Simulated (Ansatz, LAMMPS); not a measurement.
Σ57 (445) [1-10] symmetric tilt, annealed from start 1, in Ge (diamond structure). Cell 30.75 × 16.29 × 26.23 Å, Ge544, 544 atoms. Prepared with Tersoff's 1989 multicomponent potential (SiCGe.tersoff) (LAMMPS): 40 ps at 1300 K, cooling over 40 ps and minimisation with the cell free along the normal, at the potential's lattice parameter; then scaled to the PBE one. 

Basis: localised support functions (accuracy medium) on a full density matrix. k-points: zone centre alone; occupations: Fermi-Dirac, 0.020 eV; spin polarisation not allowed. Scalar-relativistic, no spin-orbit coupling.

The relaxation was stopped after a set number of steps, with force components up to 0.093 eV/Å left.

**Question.** Give the energy, gap and bonding at the level PBE, support functions at accuracy medium on the grid of 370 eV (Ansatz, a quantum-chemistry and plane-wave program).

**Answer.** 
* **energy over the perfect crystal(s), per atom**: 63 meV/atom
* **boundary energy (mean of two; the reference samples k-space alike but not identically)**: 0.55 J/m²
* **electronic character of the cell**: no gap resolved at this smearing
* **coordination (neighbours within 2.972 Å)**: 1.1 % 3-fold, 97.8 % 4-fold, 1.1 % 5-fold
* **Ge-Ge bonds, mean ± spread**: 2.508 ± 0.051 Å
* **bond angles, mean ± spread**: 109.2° ± 7.3°
* **pressure**: -0.03 GPa
